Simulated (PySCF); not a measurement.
PySCF 2.14.0, MP2 (frozen core)/cc-pvdz: Cl[Si@H]1CC[SiH2]C1, 15 atoms. The geometry is a generated start, not checked to be a minimum at this level.

```json
{
 "task": "mp2",
 "basis": "cc-pvdz",
 "two_electron_scheme": "exact four-centre integrals",
 "frozen_core": "true",
 "mf.init_guess": "minao (default)",
 "mf.DIIS": "CDIIS (default)",
 "mf.diis_space": "8 (default)",
 "mf.conv_tol": "1e-09 (default)",
 "basis functions (reference run)": "141"
}
```

On 4 threads, 1 BLAS thread. Build: conda-forge: OpenMP (GNU), OpenBLAS with its own threads, libcint, Libxc. One run each, on a shared machine, so no times are given.

Values of mol.max_memory tried: 8000 MB, 4000 MB, 2000 MB, 1000 MB, 500 MB, 300 MB, 200 MB.

Which of these memory settings still run, and by which path?

It runs down to 200 MB, the lowest tried, with the same result. At 8000 MB: SCF integrals in memory, transformation in memory. From 500 MB down: direct SCF, transformation through a file.

```csv
mol.max_memory,path,peak memory
8000 MB,"SCF integrals in memory, transformation in memory",0.66 GiB
4000 MB,"SCF integrals in memory, transformation in memory",0.66 GiB
2000 MB,"SCF integrals in memory, transformation in memory",0.66 GiB
1000 MB,"SCF integrals in memory, transformation in memory",0.66 GiB
500 MB,"direct SCF, transformation through a file",0.51 GiB
300 MB,"direct SCF, transformation through a file",0.51 GiB
200 MB,"direct SCF, transformation through a file",0.51 GiB
```

Peak memory is the kernel's count for the largest process, libraries included and scratch files not. The peak passes the setting at 500 MB, 300 MB, 200 MB: it is no hard cap. MP2's transformation through a file may take 2000 MB even at lower settings.
